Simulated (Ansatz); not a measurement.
## Al2Au (space group Fm-3m, No. 225)

```yaml
crystal:
  lattice:
    - [0.00000, 3.02995, 3.02995]
    - [3.02995, 0.00000, 3.02995]
    - [3.02995, 3.02995, 0.00000]
  atoms:
    - { symbol: Al, position: [0.25000, 0.25000, 0.25000] }
    - { symbol: Al, position: [0.75000, 0.75000, 0.75000] }
    - { symbol: Au, position: [0.00000, 0.00000, 0.00000] }
```

The values are results of Ansatz (a first-principles code), PBE, PAW, cutoff 420 eV, no spin-orbit coupling, not measurements. k-mesh 13×13×13 (Γ-centred); smearing 0.05 eV (Fermi–Dirac).

| Item | Value |
|---|---|
| Volume per atom | 18.54 Å³ |
| Density | 7.49 g/cm³ |
| Band gap | zero |
| Total energy | -4741.879 eV/atom (σ→0; compares only within this code and set-up) |

Whether these cells are dynamically stable was not tested.
